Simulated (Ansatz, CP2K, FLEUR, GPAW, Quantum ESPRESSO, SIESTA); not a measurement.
One structure in several programs: MgCd2 (Cmcm, 6 atoms in the cell)

Self-consistent single point.

```xyz
6
Lattice="1.6410 -8.0494 0.0000 1.6410 8.0494 0.0000 0.0000 0.0000 5.1420" Properties=species:S:1:pos:R:3 pbc="T T T"
Mg     1.6410     6.2769     1.2855
Mg     1.6410    -6.2769     3.8565
Cd     1.6410     0.8808     1.2855
Cd     1.6410    -0.8808     3.8565
Cd     1.6410    -4.4748     1.2855
Cd     1.6410     4.4748     3.8565
```

Shared settings, as Ansatz (an electronic-structure program) writes them: kpoints.mp_grid.grid = 5 5 3; scf.occupations.method = fermi_dirac; scf.occupations.width = 0.0073 Ry. Potentials and cutoffs stand in the table.

```csv
code,model,pressure (GPa),largest force (eV/Å),cutoff
CP2K,"LDA (Pade form), GPW, DZVP-MOLOPT-SR-GTH basis, GTH-PADE potentials (GTH_POTENTIALS)",-4.92,0.188,grid 1000 Ry
FLEUR,"LDA (Perdew-Zunger), all-electron FLAPW (FLEUR), scalar-relativistic valence",–,0.031,Kmax 3.8 1/bohr
Ansatz,"LDA (PW92), PAW files made with PBE",-5.95,0.031,30.9 Ry
GPAW,"LDA (Perdew-Wang 92), GPAW PAW datasets LDA (gpaw-data 1.0.1)",-6.20,0.039,800 eV
SIESTA,"LDA PW92, numerical atomic orbitals DZP, PseudoDojo LDA standard norm-conserving potentials (rewritten from UPF to PSML)",-11.12,0.157,grid 350 Ry
Quantum ESPRESSO,"LDA (PZ), GBRV 1.5 ultrasoft (LDA) pseudopotentials",-6.20,0.030,40 Ry
```

Size of the force on each atom (eV/Å): Sizes of forces hide their directions.

| code | Mg1 | Mg2 | Cd3 | Cd4 | Cd5 | Cd6 |
|---|---|---|---|---|---|---|
| CP2K | 0.188 | 0.188 | 0.029 | 0.029 | 0.042 | 0.042 |
| FLEUR | 0.018 | 0.018 | 0.019 | 0.019 | 0.031 | 0.031 |
| Ansatz | 0.018 | 0.018 | 0.019 | 0.019 | 0.031 | 0.031 |
| GPAW | 0.017 | 0.017 | 0.019 | 0.019 | 0.039 | 0.039 |
| SIESTA | 0.033 | 0.033 | 0.157 | 0.157 | 0.088 | 0.088 |
| Quantum ESPRESSO | 0.018 | 0.018 | 0.017 | 0.017 | 0.030 | 0.030 |

A dash marks a value that a program does not give, or that is left out as unsure.

The spread over the programs that give each value: pressure within 6.20 GPa; largest force within 0.158 eV/Å.

CP2K and SIESTA use small atom-centred bases, whose incompleteness enters pressures, forces and empty levels differently from a plane-wave cutoff. FLEUR treats all electrons, but the usual bases taken here (sphere radii, linearisation, local orbitals, empty states) were not tested for convergence, so the values are no reference for the others. Ansatz's pressure is given at a fixed set of plane waves, as the other plane-wave codes print theirs. The same LDA comes in different parametrisations, which differ slightly. In the pressure, CP2K (by 1.29) and SIESTA (by 4.92) lie more than 1 GPa from the median of the plane-wave programs. In the force vectors, CP2K (by 0.205) and SIESTA (by 0.139) lie more than 0.08 eV/Å from the median of the plane-wave programs.

The shared mesh is coarse (it stands for a supercell whose shortest vector is 15 Å), so the values are not converged in it.

The starting cell comes from a database of computed structures (which also holds hypothetical and non-ambient phases and stackings), without a prior relaxation at this level. Its lattice was rescaled by a random factor within 2.5 % of one.

Left out of this page: Elk (not drawn, or without a comparable value).

Keys are those of Ansatz 0.2.
